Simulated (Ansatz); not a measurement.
# Ti2CdC, element substitutions

The parent structure is Ti2CdC (space group P6_3/mmc, No. 194; a cell from a computed database, its experimental status unchecked).

```xyz
8
Lattice="3.0624 0.0000 0.0000 -1.5312 2.6521 0.0000 0.0000 0.0000 14.3274" Properties=species:S:1:pos:R:3 pbc="T T T"
Ti     1.5312     0.8840     8.2856
Ti     0.0000     1.7681     6.0418
Ti     0.0000     1.7681     1.1219
Ti     1.5312     0.8840    13.2056
Cd     1.5312     0.8840     3.5819
Cd     0.0000     1.7681    10.7456
C      0.0000     0.0000     7.1637
C      0.0000     0.0000     0.0000
```

Each row replaces one element on all its sites; cell and atoms are relaxed.

The values are results of PBEsol, PAW, 420 eV (Ansatz, a quantum-chemistry and plane-wave program; no spin-orbit coupling), not measurements.

```csv
case,density,c/a ratio
base,6.28 g/cm³,4.678
C → Ge,6.24 g/cm³,4.311
Ti → Re,15.49 g/cm³,5.225
C → Si,5.40 g/cm³,4.406
```

Stability against distortions was not tested. As relaxed here, Ti2CdGe, CdRe2C and Ti2CdSi are hypothetical phases, not in the database extracts checked. All final runs are without spin polarisation. Ti2CdGe and Ti2CdSi have a high density of states at the Fermi level and may be magnetic at this level.
